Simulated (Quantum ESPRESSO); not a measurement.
## Several settings converged on ScAl (P4mm, 2 atoms in the cell)

```yaml
crystal:
  lattice:
    - [3.38046, 0.00000, 0.00000]
    - [0.00000, 3.38046, 0.00000]
    - [0.00000, 0.00000, 3.38046]
  atoms:
    - { symbol: Sc, position: [0.50000, 0.50000, 0.51479] }
    - { symbol: Al, position: [0.00000, 0.00000, 0.00000] }
```

Base method: PBEsol, GBRV 1.5 ultrasoft (PBESOL) pseudopotentials (plane waves; Quantum ESPRESSO).

Base settings: ecutwfc = 50 Ry; ecutrho = 400 Ry; occupations = smearing; smearing = fd; degauss = 0.0073499 Ry; potentials = {Sc: sc_pbesol_v1.uspp.F.UPF, Al: al_pbesol_v1.uspp.F.UPF}; K_POINTS = automatic 5 5 5 0 0 0; conv_thr = 1e-09 Ry.

The count of work is k-points × plane waves × bands × iterations; it is no time. Core times come from one kind of shared machine, to one figure; runs under 30 s give none.

**The width of Fermi-Dirac smearing**

In this ladder: K_POINTS = automatic 8 8 8 0 0 0.

Narrow widths need finer meshes than wide ones, so the last steps can hold mesh noise.

Only quantities that move along the ladder and can be compared are tabulated; pressure and forces are left out, as mesh noise rules them at narrow widths.

```tsv
degauss	free energy less the last step's (meV/atom)	energy extrapolated to zero width less the last step's (meV/atom)
0.073499 Ry	-1169.77	-33.75
0.036749 Ry	-275.87	26.11
0.02205 Ry	-86.86	10.68
0.0147 Ry	-34.04	3.01
0.0073499 Ry	-6.49	-0.39
0.0036749 Ry	0.00	0.00
```

Widest degauss that holds the energy extrapolated to zero width within 2 meV/atom of the last step, with all finer ones: 0.0073499 Ry; the step before is off by 3.0 meV/atom.

Widest degauss that holds the free energy within 5 meV/atom: not settled: the last two steps still differ by 6.5 meV/atom, over half the tolerance, so the ladder does not show it.

The extrapolation to zero width removes most of the smearing's effect on the energy.

**The width of Methfessel-Paxton smearing**

In this ladder: smearing = mp; K_POINTS = automatic 8 8 8 0 0 0.

Narrow widths need finer meshes than wide ones, so the last steps can hold mesh noise.

Only quantities that move along the ladder and can be compared are tabulated; pressure and forces are left out, as mesh noise rules them at narrow widths.

```csv
degauss,free energy less the last step's (meV/atom)
0.036749 Ry,2.98
0.02205 Ry,-0.87
0.0147 Ry,-0.88
0.0073499 Ry,-0.18
0.0036749 Ry,0.00
```

Widest degauss that holds the free energy within 0.5 meV/atom of the last step, with all finer ones: 0.0073499 Ry; the step before is off by 0.88 meV/atom.

**The mesh under tetrahedron occupations**

In this ladder: occupations = tetrahedra_opt; smearing = default; degauss = default.

Only quantities that move along the ladder and can be compared are tabulated.

| K_POINTS | free energy less the last step's (meV/atom) | pressure (GPa) | largest difference of a force vector from the last step's (eV/Å) | count of work / last | core time / last (rough) |
|---|---|---|---|---|---|
| automatic 4 4 4 0 0 0 | 27.49 | -2.56 | 0.007 | 0.017 | – |
| automatic 5 5 5 0 0 0 | 18.86 | -2.71 | 0.008 | 0.019 | – |
| automatic 6 6 6 0 0 0 | 13.71 | -2.55 | 0.006 | 0.043 | – |
| automatic 8 8 8 0 0 0 | 5.47 | -2.54 | 0.005 | 0.081 | – |
| automatic 10 10 10 0 0 0 | 2.27 | -2.52 | 0.001 | 0.14 | – |
| automatic 12 12 12 0 0 0 | 1.24 | -2.49 | 0.000 | 0.21 | 0.2 |
| automatic 15 15 15 0 0 0 | 0.51 | -2.48 | 0.000 | 0.31 | 0.3 |
| automatic 18 18 18 0 0 0 | 0.19 | -2.48 | 0.000 | 0.60 | 0.8 |
| automatic 23 23 23 0 0 0 | 0.00 | -2.47 | 0.000 | 1.0 | 1 |

Coarsest K_POINTS that holds the free energy within 5 meV/atom of the last step, with all finer ones: automatic 10 10 10 0 0 0, at 0.14 of the last step's count of work; the step before is off by 5.5 meV/atom.

Coarsest K_POINTS that holds the pressure within 0.1 GPa of the last step, with all finer ones: automatic 6 6 6 0 0 0, at 0.043 of the last step's count of work; the step before is off by 0.23 GPa.

On the base run: the starting cell comes from a database of computed structures (which also holds hypothetical and non-ambient phases and stackings), without a prior relaxation at this level. Its lattice was rescaled by up to half a per cent. One atom was moved a little off its site on purpose. Without a gap this mesh is coarse (it stands for a supercell whose shortest vector is 17 Å).

Left out of this page: 4 runs of the series outside the window shown, repeating another row's setting, or not comparable; 1 run of the series unsound by tests on forces, stress, charge or solver warnings.
